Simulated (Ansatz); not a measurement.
Functionals compared on NH2 on the 1x1 (10-10) surface of wurtzite GaN (cut with top plane Ga + N), one in a 2x1 cell, started at the site 'hollow Ga-Ga-N-N', in Ansatz (plane waves, PAW). The structure was relaxed with PBE; the other rows are single points on it, each with its references at the same level. Cutoff 420 eV (500 eV for r2SCAN). The points keep PBE's geometry, so the relaxation of a polaron and the settling of charge on one site are left out.

Host crystal: wurtzite GaN, with a band gap (PBE, scalar-relativistic without spin-orbit coupling).

Slab: 35 atoms, 9.3 Å thick at the start under the adsorbate (thin: gaps and levels are the slab's own); k 3x4x1, smearing 0.01 eV, dipole-corrected; 16 atoms held, the rest relaxed; no symmetry held; spin-polarised, ending with about 1.0 μB a cell; orders that need a larger cell were not tried, no spin-orbit, no U, no dispersion correction. At the end it is bonded to Ga. In PBE it is, or lies within 0.03 eV of, the lowest of the starts that converged. These notes are the PBE run's. RPBE: The program's check for a lower electronic state was not made. r2SCAN: The program's check for a lower electronic state was not made. Adsorption energies are against NH3(g) − ½ H2(g). A negative adsorption energy means that the adsorbate is more stable on the surface than in its reference.

```
functional  adsorption energy (eV)  magnetic moment of the cell (μB)          rough cost of the single point
----------  ----------------------  --------------------------------  --------------------------------------
PBE                           0.74                              1.00                                       –
RPBE                             …                              1.00                  roughly 5 core-minutes
r2SCAN                        0.45                              1.00  about 10 core-minutes (a rough figure)
```

Q: What belongs in the gaps?

A: 
- RPBE, adsorption energy (eV): 0.81

Ansatz is a quantum-chemistry and plane-wave program.
